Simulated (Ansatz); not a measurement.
Input and output of a zone-centre phonon calculation for Mg (P6_3/mmc, 2 atoms in the cell) (Ansatz, a quantum-chemistry and plane-wave program).

Method: PBE, harder PAW files (source: ansatz) (plane waves; Ansatz).

```
CELL_PARAMETERS angstrom
      3.16124     0.00000     0.00000
     -1.58062     2.73771     0.00000
      0.00000     0.00000     5.12372
ATOMIC_POSITIONS crystal
  Mg 0.33333 0.66667 0.25000
  Mg 0.66667 0.33333 0.75000
```

Reference input (self-consistent single point, DFT, PBE, plane waves, harder PAW files (source: ansatz)): basis.ecutwfc = 45.6 Ry; kpoints.mp_grid.grid = 16 16 9; hamiltonian.xc = pbe; hamiltonian.pseudopotentials = {kind: paw, source: ansatz}; scf.occupations.method = fermi_dirac; scf.occupations.width = 0.0073 Ry. This run's input differs from it in these lines:

```diff
@@ -18,6 +18,5 @@
   occupations: { method: fermi_dirac, width: 0.0073 Ry }
-output:
-  forces: true
-  eigenvalues: true
-  stress: true
+  convergence: { dr2_threshold: 1.0e-04 eV }
+phonons:
+  method: dfpt
```

Log, with long lists cut:

```
SCF iter   1: F=—  HF=-3847.685346 eV  |F-HF|=—  |Δ(HF+E_count)|=         —  Δρ=1.34e-2  dr2=9.65e-2  ethr=3.10e-3  ⟨swp⟩=5.7  Hψ=26839  notcnv=0
all-band conjugate gradients solve this SCF's bands
preconditioner: auto → none
SCF iter   2: F=—  HF=-3847.681467 eV  |F-HF|=—  |Δ(HF+E_count)|=   3.88e-3  Δρ=9.56e-3  dr2=4.98e-2  ethr=4.83e-4  ⟨swp⟩=1.2  Hψ=8143  notcnv=0
SCF iter   3: F=—  HF=-3847.673445 eV  |F-HF|=—  |Δ(HF+E_count)|=   8.02e-3  Δρ=1.91e-3  dr2=2.10e-3  ethr=2.49e-4  ⟨swp⟩=2.0  Hψ=6244  notcnv=0
SCF iter   4: F=—  HF=-3847.672789 eV  |F-HF|=—  |Δ(HF+E_count)|=   6.57e-4  Δρ=1.01e-4  dr2=1.16e-6  ethr=1.05e-5  ⟨swp⟩=1.9  Hψ=6346  notcnv=0
SCF iter   5: F=-3847.672788 eV  HF=-3847.672788 eV  |F-HF|=4.17e-7  |Δ(HF+E_count)|=   3.66e-7  Δρ=4.18e-5  dr2=2.36e-7  ethr=5.82e-9  ⟨swp⟩=10.0  Hψ=39297  notcnv=0
SCF 1 converged in 5 iterations: F = -3847.672788 eV  dr2 = 2.36e-7
DFPT response loops at Γ: preconditioner auto → Kerker (q_TF=auto, 2.389 Å⁻¹) (partly filled bands, converged f_vac=0.000) …
Stability not checked: this state was not tested for a lower state beside it, because too few of the mixer's solves of this state at the end of the SCF gave a …
Free energy (F): -3847.672788 eV
Internal energy: -3847.643553 eV  (E = F + TS)
E sigma→0 (E₀):  -3847.658171 eV
Entropy (-TS):   -0.029234 eV (-14.617 meV/atom)
Fermi energy:    5.915246 eV
   [... lines left out ...]
  ASR residual: 3.275e-2 → 0.000e0 eV/Å²; symmetrization residual: 1.693e-6 eV/Å²
  ASR residual per site (eV/Å²): 3.28e-2 3.28e-2
  Γ frequencies (cm⁻¹): 0.00 0.00 0.00 130.34 130.34 262.64
  non-analytic LO–TO correction: not included (Born effective charges unavailable; polar crystals: no LO–TO splitting at Γ)
```

The run converged in 5 iterations. 

Summary of the result:
```
Quantity                                                                  Result
--------------------------------------------------------  ----------------------
Free energy E − TS (on the zero of these files)                    -3847.6728 eV
Fermi level (on the code's own zero)                                     5.92 eV
Zone-centre frequencies (cm⁻¹; negative means imaginary)  0, 0, 0, 130, 130, 263
```

The starting cell comes from a database of computed structures (which also holds hypothetical and non-ambient phases and stackings), without a prior relaxation at this level. Its lattice was rescaled by a random factor within 2.5 % of one.

Cost on one core of a shared machine: roughly 2 min.

Keys are those of Ansatz 0.2.
